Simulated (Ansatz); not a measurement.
Base system: CdSe in the wurtzite structure (space group P6_3mc, No. 186; a = 4.3829 Å, c = 7.1547 Å).

The change: cell and atoms relaxed at a pressure of 18 GPa.

Levels (all Ansatz, a quantum-chemistry and plane-wave program, PAW, earlier PAW set): PBE (420 eV, no SOC); r2SCAN (500 eV, without spin-orbit coupling).

The geometry is relaxed with PBE.

| Property | Value |
|---|---|
| PBE band gap | 0.95 eV |
| PBE electron mass | 0.082 mₑ along c, 0.090 mₑ across (at Γ) |
| PBE pressure | 18.00 GPa |
| PBE gap character | direct at Γ |

Task: How does going to r2SCAN change the band gap, electron mass, pressure and gap character?

Result: The band gap rises by 0.52 eV, from 0.95 eV to 1.47 eV; the electron mass goes from 0.082 mₑ along c, 0.090 mₑ across (at Γ) to 0.10 mₑ along c, 0.12 mₑ across (at Γ); the pressure decreases by 1.39 GPa (18.00 GPa → 16.61 GPa); the gap character stays direct at Γ.

Single points use the geometry relaxed with PBE. Their cutoffs differ, which shifts pressures a little. Load acts through the strain it causes; cell and atoms are relaxed under it. Effective masses come from finite differences of ±0.01 Å⁻¹. Stability against distortions was not tested. Measured, CdSe leaves this structure (for rock salt) near 2.72 GPa (temperature not stated; as listed in Datta, Sujoy, Jana, Debnarayan, arXiv (2020)), on rising pressure, with hysteresis.
